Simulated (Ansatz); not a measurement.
Base system: BAs in the zinc blende structure (space group F-43m, No. 216; a = 4.7839 Å).

Level of theory: r2SCAN (Ansatz, a first-principles code), no spin-orbit coupling.

Strains are applied to the cell and any free atomic positions relax.

One change was made to it. Results:

The smallest direct gap shrinks by 0.065 eV to 3.37 eV; the valley order (the lowest conduction-band minima on the path, energy above the VBM, named in the base's zone) goes from a point along ⟨100⟩, about 1.0 Å⁻¹ from Γ 1.38 eV; L along ⟨111⟩ 2.94 eV to a point along ⟨100⟩, about 1.0 Å⁻¹ from Γ 1.44 eV; L along ⟨111⟩ 2.59 eV; the energy grows by 20 meV/atom; the pressure goes from zero to -7.41 GPa.

**Question.** Name the change that was made.
(A) isotropic strain +2.00 %
(B) isotropic strain +2.50 %
(C) isotropic strain +0.50 %
(D) isotropic strain +3.00 %

**Answer.** A, isotropic strain +2.00 %. For comparison, the valley order in the other runs: isotropic strain +0.50 % gives a point along ⟨100⟩, about 1.0 Å⁻¹ from Γ 1.39 eV; L along ⟨111⟩ 2.85 eV; isotropic strain +3.00 % gives a point along ⟨100⟩, about 1.0 Å⁻¹ from Γ 1.46 eV; L along ⟨111⟩ 2.42 eV; isotropic strain +2.50 % gives a point along ⟨100⟩, about 1.0 Å⁻¹ from Γ 1.45 eV; L along ⟨111⟩ 2.50 eV.

Stability against distortions was not tested.
